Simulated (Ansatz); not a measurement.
Worked example: self-consistent single point of Ca₅Ir (Pnma, 24 atoms in the cell) in Ansatz (a quantum-chemistry and plane-wave program).

Level of theory: PBEsol, default PAW files made with PBE (plane waves; Ansatz).

```yaml
crystal:
  lattice:
    - [7.66032, 0.00000, 0.00000]
    - [0.00000, 15.76290, 0.00000]
    - [0.00000, 0.00000, 6.78580]
  atoms:
    - { symbol: Ca, position: [0.59239, 0.25000, 0.65392] }
    - { symbol: Ca, position: [0.40761, 0.75000, 0.34608] }
    - { symbol: Ca, position: [0.90761, 0.75000, 0.15392] }
    - { symbol: Ca, position: [0.09239, 0.25000, 0.84608] }
    - { symbol: Ca, position: [0.69329, 0.56687, 0.35847] }
    - { symbol: Ca, position: [0.30671, 0.43313, 0.64153] }
    - { symbol: Ca, position: [0.80671, 0.43313, 0.85847] }
    - { symbol: Ca, position: [0.19329, 0.56687, 0.14153] }
    - { symbol: Ca, position: [0.19329, 0.93313, 0.14153] }
    - { symbol: Ca, position: [0.80671, 0.06687, 0.85847] }
    - { symbol: Ca, position: [0.30671, 0.06687, 0.64153] }
    - { symbol: Ca, position: [0.69329, 0.93313, 0.35847] }
    - { symbol: Ca, position: [0.96645, 0.14603, 0.32258] }
    - { symbol: Ca, position: [0.03355, 0.85397, 0.67742] }
    - { symbol: Ca, position: [0.53355, 0.85397, 0.82258] }
    - { symbol: Ca, position: [0.46645, 0.14603, 0.17742] }
    - { symbol: Ca, position: [0.46645, 0.35397, 0.17742] }
    - { symbol: Ca, position: [0.53355, 0.64603, 0.82258] }
    - { symbol: Ca, position: [0.03355, 0.64603, 0.67742] }
    - { symbol: Ca, position: [0.96645, 0.35397, 0.32258] }
    - { symbol: Ir, position: [0.73870, 0.75000, 0.53438] }
    - { symbol: Ir, position: [0.26130, 0.25000, 0.46562] }
    - { symbol: Ir, position: [0.76130, 0.25000, 0.03438] }
    - { symbol: Ir, position: [0.23870, 0.75000, 0.96562] }
```

Reference input (self-consistent single point, DFT, PBEsol, plane waves, default PAW files made with PBE): basis.ecutwfc = 420 eV; kpoints.mp_grid.grid = 3 2 3; hamiltonian.xc = pbesol; hamiltonian.pseudopotentials = {kind: paw} (the program's default PAW files); scf.occupations.method = fermi_dirac; scf.occupations.width = 0.1 eV. This run's input differs from it in these lines:

Ansatz 0.2 input:
```diff
@@ -32,3 +32,3 @@
 basis:
-  ecutwfc: 420.0 eV
+  ecutwfc: 170.0 eV
 kpoints:
```

The program printed (abridged):

```
SCF iter   1: F=—  HF=-82915.382999 eV  |F-HF|=—  |Δ(HF+E_count)|=         —  Δρ=1.01e-1  dr2=8.78e1  ethr=1.77e-3  ⟨swp⟩=9.9  Hψ=5630  notcnv=0
all-band conjugate gradients solve this SCF's bands
preconditioner: auto → Kerker (q_TF=auto, 2.265 Å⁻¹)
SCF iter   2: F=—  HF=-82899.133819 eV  |F-HF|=—  |Δ(HF+E_count)|=    1.62e1  Δρ=5.45e-2  dr2=2.52e1  ethr=1.77e-3  ⟨swp⟩=2.0  Hψ=2776  notcnv=0
   [... lines left out ...]
SCF iter   7: F=—  HF=-82892.639874 eV  |F-HF|=—  |Δ(HF+E_count)|=   3.72e-5  Δρ=2.25e-5  dr2=8.37e-6  ethr=7.84e-8  ⟨swp⟩=2.0  Hψ=1595  notcnv=0
SCF iter   8: F=—  HF=-82892.641675 eV  |F-HF|=—  |Δ(HF+E_count)|=   1.80e-3  Δρ=1.16e-5  dr2=1.90e-6  ethr=3.12e-9  ⟨swp⟩=2.1  Hψ=2334  notcnv=0
SCF iter   9: F=—  HF=-82892.641675 eV  |F-HF|=—  |Δ(HF+E_count)|=   9.12e-8  Δρ=2.52e-6  dr2=1.52e-7  ethr=7.09e-10  ⟨swp⟩=2.0  Hψ=1382  notcnv=0
SCF iter  10: F=-82892.641675 eV  HF=-82892.641675 eV  |F-HF|=5.20e-9  |Δ(HF+E_count)|=   2.16e-8  Δρ=7.74e-7  dr2=1.01e-8  ethr=3.73e-11  ⟨swp⟩=8.9  Hψ=4716  notcnv=0
SCF 1 converged in 10 iterations: F = -82892.641675 eV  dr2 = 1.01e-8
Free energy (F): -82892.641675 eV
Internal energy: -82892.136678 eV  (E = F + TS)
E sigma→0 (E₀):  -82892.389176 eV
Entropy (-TS):   -0.504998 eV (-21.042 meV/atom)
Fermi energy:    6.981442 eV
--- Forces (eV/Å), atoms counted from 1 ---
  atom   1  Ca    -0.00160533     0.00000000    -0.12443559
  atom   2  Ca     0.00160533     0.00000000     0.12443559
  atom   3  Ca     0.00160533     0.00000000    -0.12443559
  atom   4  Ca    -0.00160533     0.00000000     0.12443559
  atom   5  Ca    -0.03032461    -0.34422359    -0.14034302
  atom   6  Ca     0.03032461     0.34422359     0.14034302
  atom   7  Ca     0.03032461     0.34422359    -0.14034302
  atom   8  Ca    -0.03032461    -0.34422359     0.14034302
   [... lines left out ...]
  atom  24  Ir    -0.03860093    -0.00000000    -0.05191554
--- Stress (GPa, compression-positive) ---
       -0.068213       0.000000      -0.000000
        0.000000       1.290544       0.000000
       -0.000000       0.000000       0.698296
  P = ⅓ Tr σ = 0.6402 GPa (6.402 kbar)
  The stress holds the Pulay correction. Without it, at fixed plane waves, as pw.x and ABINIT print it: P = -132.4584 GPa
```

The run converged in 10 iterations. Against the reference run the free energy goes up by 7.63 eV/atom, the pressure goes from -1.38 to 0.64 GPa and the largest force goes from 0.089 to 0.374 eV/Å.

The starting cell comes from a database of computed structures (which also holds hypothetical and non-ambient phases and stackings), without a prior relaxation at this level. Spin polarisation is off. Ansatz's pressure includes its estimate of the finite-basis (Pulay) stress. Without the estimate this run gives -132.46 GPa. The cutoff lies below the one recommended for these files.
